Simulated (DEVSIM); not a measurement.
Device: abrupt GaAs p-n junction, at 300 K.

```tsv
layer (left to right)	material	thickness (μm)	Nd (cm⁻³)	Na (cm⁻³)	τn (s)	τp (s)
1	GaAs	0.110	-	1.5e16	4.6e-9	4.6e-9
2	GaAs	24.0	4.5e16	-	4.6e-9	1.4e-8
```

Left contact: ohmic. Right contact: ohmic. Voltage is applied to the left contact. Recombination: SRH at mid-gap, radiative, Auger. Mobility is constant in doping.

The device is made up for the run: typed textbook-type constants, with dimensions and the other settings drawn at random. Values at 300 K.

```
parameter        GaAs
-------------  ------
gap (eV)        1.424
affinity (eV)    4.07
permittivity     12.9
Nc (cm⁻³)      4.7e17
Nv (cm⁻³)        9e18
μn (cm²/Vs)      8500
μp (cm²/Vs)       400
B (cm³/s)       2e-10
Cn (cm⁶/s)      1e-30
Cp (cm⁶/s)      1e-30
```

Model (solved in DEVSIM): 1D drift-diffusion, Boltzmann statistics, complete ionisation; no tunnelling, impact ionisation, image-force lowering or self-heating.

### Question
Tabulate band edges, carrier densities and field at -5.0 V on the left contact.

### Answer
Energies count from the Fermi level of the right contact; mesh points crowd at the junctions.

| x (μm) | Ec (eV) | Ev (eV) | n (cm⁻³) | p (cm⁻³) | field (V/cm) |
|---|---|---|---|---|---|
| 0.000 | 6.259 | 4.835 | < 1e2 | 1.5e16 | -200000 |
| 0.02047 | 5.849 | 4.425 | < 1e2 | 2.0e9 | -200000 |
| 0.04837 | 5.277 | 3.853 | < 1e2 | < 1e2 | -210000 |
| 0.08008 | 4.606 | 3.182 | < 1e2 | < 1e2 | -210000 |
| 0.1089 | 3.978 | 2.554 | < 1e2 | < 1e2 | -220000 |
| 0.1285 | 3.557 | 2.133 | < 1e2 | < 1e2 | -210000 |
| 0.1710 | 2.724 | 1.300 | < 1e2 | < 1e2 | -180000 |
| 0.2943 | 0.953 | -0.471 | < 1e2 | < 1e2 | -100000 |
| 0.4858 | 0.065 | -1.359 | 3.8e16 | < 1e2 | -2400 |
| 0.8852 | 0.061 | -1.363 | 4.5e16 | < 1e2 | ≈ 0 |
| 1.620 | 0.061 | -1.363 | 4.5e16 | < 1e2 | ≈ 0 |
| 3.844 | 0.061 | -1.363 | 4.5e16 | < 1e2 | ≈ 0 |
| 7.598 | 0.061 | -1.363 | 4.5e16 | < 1e2 | ≈ 0 |
| 13.92 | 0.061 | -1.363 | 4.5e16 | < 1e2 | ≈ 0 |
| 19.96 | 0.061 | -1.363 | 4.5e16 | < 1e2 | ≈ 0 |
| 22.05 | 0.061 | -1.363 | 4.5e16 | < 1e2 | ≈ 0 |
| 23.05 | 0.061 | -1.363 | 4.5e16 | < 1e2 | ≈ 0 |
| 23.59 | 0.061 | -1.363 | 4.5e16 | < 1e2 | ≈ 0 |
| 23.91 | 0.061 | -1.363 | 4.5e16 | < 1e2 | ≈ 0 |
| 24.02 | 0.061 | -1.363 | 4.5e16 | < 1e2 | ≈ 0 |
| 24.08 | 0.061 | -1.363 | 4.5e16 | < 1e2 | ≈ 0 |
| 24.11 | 0.061 | -1.363 | 4.5e16 | < 1e2 | ≈ 0 |
